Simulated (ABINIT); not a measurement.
**Equation of state of fcc Ca (space group 225): energy against volume (ABINIT, PBE)**

```yaml
crystal:
  lattice:
    - [0.00000, 2.68690, 2.68690]
    - [2.68690, 0.00000, 2.68690]
    - [2.68690, 2.68690, 0.00000]
  atoms:
    - { symbol: Ca, position: [0.00000, 0.00000, 0.00000] }
```

Method of the run: PBE, norm-conserving pseudopotentials (PseudoDojo nc-sr-05 PBE standard) (plane waves; ABINIT). Settings: pseudos = [Ca.upf]; ecut = 44 Ha; occopt = 3; tsmear = 0.00183747 Ha; ngkpt = 28 28 28; nshiftk = 1; shiftk = 0 0 0; potentials = PseudoDojo nc-sr-05 PBE standard; nband = 10; kptopt = 1; nstep = 60; tolvrs = 1e-10. The cell above is the first row's. The rows scale it uniformly. In all rows the k mesh is held. E is the free energy at the stated smearing, counted from the lowest row.

```csv
V (Å^3/atom),E (meV/atom)
38.7960,?
39.6393,8.94
40.4828,3.85
41.3261,0.93
42.1695,0.00
43.0129,0.90
43.8563,3.48
44.6997,7.60
45.5431,13.13
```

Problem. Using the third-order Birch-Murnaghan form, a cubic in V^(-2/3), estimate the missing E at V = 38.7960 from the other rows, showing the fit.

Solution. With u = V^(-2/3) - 0.0821, the rows have u = 0.0039167, 0.0027177, 0.0015598, 0.0004406, -0.0006419, -0.0016896, -0.0027043, -0.0036876. Least squares gives E = 0.153 - 677.8·u + 758614·u² - 3248865·u³. Residuals (row less fit): -0.001, 0.001, 0.001, -0.001, -0.002, 0.000, 0.002, -0.001; standard error 0.002 (degrees of freedom: 4). Its minimum lies at u = 0.0004480, so V0 = (0.0825480)^(-3/2) = 42.16. There d²E/du² = 1508000 and d³E/du³ = -1.949e7, so B0 = (4/9) × 42.16^(-7/3) × 1508000 × 0.160218 = 17.4 GPa (the last factor turns the table's units into GPa), and B0' = 4 + (2/3) × 0.0825480 × (-1.949e7)/1508000 = 3.3. The program's pressures in the fitted runs (not shown) pass through zero at V = 42.16, 0.01 % from this V0. At the withheld row, u = 0.0051587, so E = 0.153 - 677.8 × 0.0051587 + 758614 × 0.0051587² - 3248865 × 0.0051587³ = 16.399 meV/atom. The calculation gives 16.38 meV/atom, 0.019 meV/atom below the prediction (0.1 % of the range of E in the table). The row lies outside the fitted rows, so this is an extrapolation. From the scatter of the fitted rows alone, a prediction at this place has a standard error of 0.005 meV/atom, so the miss is 3.7 times that.

Carrying the step between the two nearest rows on in a straight line would have given 14.03, off by 2.35; series whose last step already gives the withheld value aren't shown. The reference cell has the volume at which an earlier scan in this program and functional put its minimum by a fit. Cutoffs and mesh are single choices, not tested for convergence of this quantity. Series with a scatter that would blur these digits, or in which a gap closes, are not shown. Nor are scans whose minimum lies at an end fitted in this form.

Terms beyond the fitted order, or numerical noise in single rows, can give a miss of this size; the table doesn't tell which.
